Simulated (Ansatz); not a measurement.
BaO, pressure series

The reference is BaO in the rock salt structure (space group Fm-3m, No. 225; a = 5.490 Å).

Cell and atoms are relaxed at each pressure.

Computed with PBEsol (Ansatz, a program for electronic structure), without spin-orbit coupling.

Notes on the quantities. enthalpy: H = E + PV relative to the base's energy.

```csv
case,volume per atom,enthalpy,band gap
base,20.68 Å³,–,1.84 eV
pressure −2 GPa,21.25 Å³,-0.26 eV/atom,1.94 eV
pressure −1 GPa,20.96 Å³,-0.13 eV/atom,1.89 eV
pressure 0.9 GPa,20.45 Å³,+0.12 eV/atom,1.79 eV
pressure 2.1 GPa,20.16 Å³,+0.27 eV/atom,1.74 eV
pressure 4.5 GPa,19.65 Å³,+0.57 eV/atom,1.63 eV
pressure 9 GPa,18.84 Å³,+1.11 eV/atom,1.43 eV
pressure 15 GPa,17.98 Å³,+1.79 eV/atom,1.19 eV
pressure 22.5 GPa,___,+2.62 eV/atom,___
pressure 30 GPa,16.46 Å³,+3.40 eV/atom,0.64 eV
```

Q: Complete the table.

A: 
- pressure 22.5 GPa, volume per atom: 17.14 Å³
- pressure 22.5 GPa, band gap: 0.90 eV

Load acts through the strain it causes; cell and atoms are relaxed under it. Whether these cells are dynamically stable was not tested. Competing high-pressure phases were not computed.
